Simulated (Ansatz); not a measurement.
A calculation on InSe (P6₃/mmc, No. 194, 8 atoms in the cell; start mp-20485; a measured phase of this formula has another space group) returned lattice constant a 4.027 Å, lattice parameter c 17.059 Å, equilibrium volume per atom 29.94 Å³/atom.

Which level of theory produced these numbers?
(A) PBE (Ansatz, a program for electronic structure)
(B) r²SCAN-D4 (Ansatz)
(C) r²SCAN (Ansatz)
(D) LDA (Ansatz)

B, r²SCAN-D4 (Ansatz)

The others give: PBE 4.088 Å, 18.522 Å, 33.50 Å³/atom; LDA 3.967 Å, 16.457 Å, 28.03 Å³/atom; r²SCAN 4.043 Å, 17.432 Å, 30.85 Å³/atom.

Unless a cell is named, each level is at its own relaxed cell (LDA 28.03, PBE 33.50, r²SCAN 30.85, r²SCAN-D4 29.94 Å³/atom).

Caveats: the relaxation could not lower the start's symmetry, so the cell can be a saddle point above a distorted one (PBE, LDA, r²SCAN, r²SCAN-D4). Ansatz's density-functional and Hartree–Fock values are scalar-relativistic unless marked +SOC, with PAW data made under PBE.

A start named mp-… is a Materials Project structure, which need not be a measured phase.
